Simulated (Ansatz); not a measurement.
# As: pressure series

Take As in the A7 type structure (space group R-3m, No. 166; a = 3.784 Å, c = 10.107 Å (hexagonal axes); layered) as the base.

Cell and atoms are relaxed at each pressure.

Levels (all Ansatz, a quantum-chemistry and plane-wave program, PAW, earlier PAW set): PBE-D3(BJ) (420 eV, without spin-orbit coupling); PBEsol-D3(BJ) (420 eV, no spin-orbit coupling).

The base cell above is that of PBE-D3(BJ); each level relaxes its own structures.

```json
[
 {"case": "pressure −2 GPa", "lattice parameter a, PBE-D3(BJ)": "3.807 Å", "lattice parameter a, PBEsol-D3(BJ)": "3.770 Å"},
 {"case": "pressure −1 GPa", "lattice parameter a, PBE-D3(BJ)": "3.796 Å", "lattice parameter a, PBEsol-D3(BJ)": "3.758 Å"},
 {"case": "pressure 0.3 GPa", "lattice parameter a, PBE-D3(BJ)": "3.780 Å", "lattice parameter a, PBEsol-D3(BJ)": "3.742 Å"},
 {"case": "pressure 0.7 GPa", "lattice parameter a, PBE-D3(BJ)": "3.776 Å", "lattice parameter a, PBEsol-D3(BJ)": "3.738 Å"},
 {"case": "pressure 1.5 GPa", "lattice parameter a, PBE-D3(BJ)": "3.766 Å", "lattice parameter a, PBEsol-D3(BJ)": "3.729 Å"},
 {"case": "pressure 3 GPa", "lattice parameter a, PBE-D3(BJ)": "3.750 Å", "lattice parameter a, PBEsol-D3(BJ)": "3.714 Å"},
 {"case": "pressure 5 GPa", "lattice parameter a, PBE-D3(BJ)": "3.728 Å", "lattice parameter a, PBEsol-D3(BJ)": "3.695 Å"},
 {"case": "pressure 7.5 GPa", "lattice parameter a, PBE-D3(BJ)": "3.704 Å", "lattice parameter a, PBEsol-D3(BJ)": "3.672 Å"},
 {"case": "pressure 10 GPa", "lattice parameter a, PBE-D3(BJ)": "3.681 Å", "lattice parameter a, PBEsol-D3(BJ)": "3.649 Å"}
]
```

PBE-D3(BJ) lies above PBEsol-D3(BJ) in every row, by 0.032 Å to 0.038 Å. They put the cases in the same order.

A case with no gap was solved on a k-mesh chosen for an insulator, which is coarse for it. Load acts through the strain it causes; cell and atoms are relaxed under it. Stability against distortions was not tested. Competing high-pressure phases were not computed.
